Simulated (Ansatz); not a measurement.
## A constructed model of the (0001) surface of hcp Ti, a pseudomorphic layer of Os in the other hollow (bottom of the slab: a bare face, its two planes held)

The numbers are results of PBE (plane waves to 420 eV, PAW; Ansatz, an electronic-structure program), not measurements.

Model: 7-atom slab, 14.3 Å thick at the start, 15x15x1 mesh, Fermi-Dirac 0.1 eV, dipole correction, 2 atoms held, the rest relaxed; symmetry of the start imposed; no spin, no spin-orbit, no U. In PBE it is, or lies within 0.01 eV a 1x1 cell of, the lowest of the 2 structures of its composition computed so far; larger cells were not tried.

```json
{
  "work_function_of_the_top_face": "4.51 eV",
  "energy_released_by_relaxation": "1.26 eV",
  "cost": "about 5 core-minutes (a rough figure)"
}
```
